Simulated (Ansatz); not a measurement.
The parent structure is SiC in the wurtzite structure (space group P6_3mc, No. 186; a = 3.076 Å, c = 5.048 Å). Axes: x lies along a and z along c of the hexagonal cell.

Computed with PBEsol in Ansatz (plane waves to 420 eV, PAW, spin-orbit coupling left out).

Base values:

| Quantity | Result |
|---|---|
| Band gap | 2.12 eV |

Modification: uniaxial strain ε_zz = −2.40 %, all other strain components held at zero, atoms relaxed at fixed cell.

Problem. How does this affect the stress, band gap and hole mass?

Solution. The stress (xx, yy, zz, yz, xz, xy; compression positive) amounts to (1.61, 1.61, 13.61, 0.00, 0.00, 0.00) GPa; the band gap goes up by 0.02 eV to 2.14 eV; the hole mass amounts to 0.22 mₑ along z, 2.8 mₑ across (at Γ).

Effective masses come from finite differences of ±0.01 Å⁻¹. Stability against distortions was not tested.

Ansatz is a program for electronic structure.
